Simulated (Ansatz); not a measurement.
The starting structures come from a database of crystals and need not be the phases stable at ambient conditions.

By PBEsol, the system below comes out a metal.

Crystal: CoSn (P6/mmm, not sure to be the ambient phase, 6 atoms a cell, 16.6 Å³ an atom, -2 GPa at this level); planes in its conventional cell.

The numbers are results of PBEsol (plane waves, PAW; Ansatz, a first-principles code), not measurements.

G/A = (e²/h) × open channels of both spins per area, as a mean over 0.1 eV about the Fermi level, without spin-orbit coupling, for the cells as given.

| plane | area (Å²) | G/A (10¹⁵ S/m²) |
|---|---|---|
| (100) | 22.0 | 0.19 |
| (001) | 23.8 | (withheld) |

Fill in the missing entries.


- (001), G/A (10¹⁵ S/m²): 0.93
